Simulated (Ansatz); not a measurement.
We consider ZnSnN2 (model structure, started from the alpha NaFeO2 type, R-3m, No. 166, 4 atoms in the cell), described by r²SCAN (plane waves, PAW; Ansatz, a quantum-chemistry and plane-wave program).

Excerpt of the program's output:

```
Relaxation: its limit of steps is 80 (relax.max_steps)
Crystal: 4 atoms, lattice volume = 45.641 Å³
Basis set: ecut = 560 eV, 1401 PW (Γ), FFT grids on a1−a3, a2−a3, a3, exchange–correlation on 75×75×135 points (27 copies of the dense FFT grid, shifted against one another)
Bands: 22, of which v1, the nominal top of the filled ones, is band 18 counted from 1 (17 counted from 0)
Symmetry: 12 space group operations
Space group: R-3m (ITA 166), of the structure as read, at distance tolerance 3.6e-5 Å
k-points: 189 of 1728
Functional: x = r2scan, c = r2scan; τ floored in thin density (d = 2e-4 eV/Å³)
SCF iter   1: F=—  HF=-10133.236097 eV  |F-HF|=—  |Δ(HF+E_count)|=         —  Δρ=1.82e-2  dr2=7.82e-2  dr2_τ=1.43e-1
SCF iter   2: F=—  HF=-10133.294940 eV  |F-HF|=—  |Δ(HF+E_count)|=   5.88e-2  Δρ=5.42e-3  dr2=9.41e-3  dr2_τ=5.44e-4
  ...
SCF 1 converged in 9 iterations: F = -10133.292205 eV  dr2 = 1.19e-8
Crystal: 4 atoms, lattice volume = 45.641 Å³
Initial density: handed on by an earlier stage of this run
SCF 2 converged in 5 iterations: F = -10133.292854 eV  dr2 = 2.69e-8
Crystal: 4 atoms, lattice volume = 45.641 Å³
SCF 3 converged in 4 iterations: F = -10133.292816 eV  dr2 = 3.01e-8
Crystal: 4 atoms, lattice volume = 45.641 Å³
SCF 4 converged in 8 iterations: F = -10133.292886 eV  dr2 = 4.01e-12
Crystal: 4 atoms, lattice volume = 45.641 Å³
SCF iter   4: F=—  HF=-10133.292886 eV  |F-HF|=—  |Δ(HF+E_count)|=   1.74e-8  Δρ=3.81e-7  dr2=6.44e-12  dr2_τ=1.65e-11
SCF iter   5: F=-10133.292886 eV  HF=-10133.292886 eV  |F-HF|=1.09e-11  |Δ(HF+E_count)|=  3.38e-10  Δρ=8.99e-8  dr2=1.61e-12  dr2_τ=4.31e-13
SCF 5 converged in 5 iterations: F = -10133.292886 eV  dr2 = 1.61e-12
SCF converged after 5 iterations
Free energy (F): -10133.292886 eV
Internal energy: -10133.292886 eV  (E = F + TS)
E sigma→0 (E₀):  -10133.292886 eV
Fermi energy:    12.882184 eV
--- Forces (eV/Å), atoms counted from 1 ---
  atom   1  Sn    -0.00000000     0.00000000    -0.00000000
  atom   2  Zn     0.00000000     0.00000000     0.00000000
  atom   3  N      0.00000000     0.00000000    -0.00000019
  atom   4  N     -0.00000000    -0.00000000     0.00000019
--- Stress (GPa, compression-positive) ---
       -3.575740       0.000000      -0.000000
        0.000000      -3.575740       0.000000
       -0.000000       0.000000      -3.576137
  P = ⅓ Tr σ = -3.5759 GPa (-35.759 kbar)
```

Task: Write an input file that could have produced this run (the log leaves some choices open).

Result: Several could match; the one computed here: 
Ansatz 0.2 input:
```yaml
crystal:
  lattice:
    - [1.5941584672, 0.9203878202, 5.1844398035]
    - [-1.5941584672, 0.9203878202, 5.1844398035]
    - [0.0, -1.8407756404, 5.1844398035]
  atoms:
    - { symbol: Sn, position: [0.0, 0.0, 0.0] }
    - { symbol: Zn, position: [0.5, 0.5, 0.5] }
    - { symbol: N, position: [0.2535404971, 0.2535404971, 0.2535404971] }
    - { symbol: N, position: [0.7464595029, 0.7464595029, 0.7464595029] }
basis:
  ecutwfc: 560
  ecutrho_ratio: 4
  xc_grid: 3
kpoints:
  mp_grid: { grid: [12, 12, 12] }
hamiltonian:
  xc: r2scan
  dispersion: none
  pseudopotentials: { kind: paw }
scf:
  occupations: { method: fermi_dirac, width: 0.01 }
output:
  forces: true
  stress: true
  eigenvalues: true
relax:
  f_tol: 0.004
  escape_saddle: false
  max_steps: 80
  cell: { stress_tol: 0.02, fix: [volume] }
```

The cell is one volume of an energy–volume scan, off the minimum.

The PAW data were made under PBE.

Note: the relaxation could raise the start's symmetry but not lower it, so the cell can be a saddle point.

A model structure was made by putting elements into a prototype or built by hand; it is no filed structure, need not be a known phase, and can be a saddle point held by its symmetry.
